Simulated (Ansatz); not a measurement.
Band structure of CuSe (P6_3/mmc, 12 atoms in the cell).

```
CELL_PARAMETERS angstrom
      3.93800     0.00000     0.00000
     -1.96900     3.41041     0.00000
      0.00000     0.00000    17.25000
ATOMIC_POSITIONS crystal
  Cu 0.33333 0.66667 0.75000
  Cu 0.66667 0.33333 0.25000
  Cu 0.33333 0.66667 0.10700
  Cu 0.66667 0.33333 0.60700
  Cu 0.33333 0.66667 0.39300
  Cu 0.66667 0.33333 0.89300
  Se 0.33333 0.66667 0.25000
  Se 0.66667 0.33333 0.75000
  Se 0.00000 0.00000 0.06600
  Se 0.00000 0.00000 0.56600
  Se 0.00000 0.00000 0.43400
  Se 0.00000 0.00000 0.93400
```

Method: r2SCAN, default PAW files made with PBE (plane waves; Ansatz, an electronic-structure program).

Settings: basis.ecutwfc = 500 eV; kpoints.mp_grid.grid = 5 5 1; hamiltonian.xc = r2scan; hamiltonian.pseudopotentials = {kind: paw} (the program's default PAW files); scf.occupations.method = methfessel_paxton; scf.occupations.width = 0.136 eV; kpoints.band_path.npoints = 16.

The starting cell comes from a database of published, mostly measured structures (it also holds non-ambient and calculated ones), without a prior relaxation at this level. Spin polarisation is off. The run gives no clean gap (levels at the Fermi energy touch, overlap or are partly filled at this smearing), which alone does not show that the compound is a metal.

Levels in eV from the Fermi level, bands 103 to 110:
| point | 103 | 104 | 105 | 106 | 107 | 108 | 109 | 110 |
|---|---|---|---|---|---|---|---|---|
| Γ | 0.81 | 0.94 | 0.94 | 1.18 | 1.18 | 2.27 | 2.35 | 2.77 |
| M | -0.85 | -0.61 | -0.38 | -0.24 | 1.87 | 2.13 | 3.20 | 3.43 |
| K | -1.13 | -1.13 | -0.64 | -0.64 | 2.23 | 2.64 | 3.99 | 3.99 |
| A | 1.09 | 1.09 | 1.09 | 1.09 | 1.67 | 1.67 | 2.35 | 2.35 |
| L | -0.75 | -0.75 | -0.37 | -0.37 | 2.06 | 2.06 | 3.34 | 3.34 |
| H | -1.23 | -1.23 | -0.54 | -0.54 | 2.42 | 2.42 | 3.62 | 3.62 |

Bands cross the Fermi level along this path, so the cell is metallic at this level.

Keys are those of Ansatz 0.2.
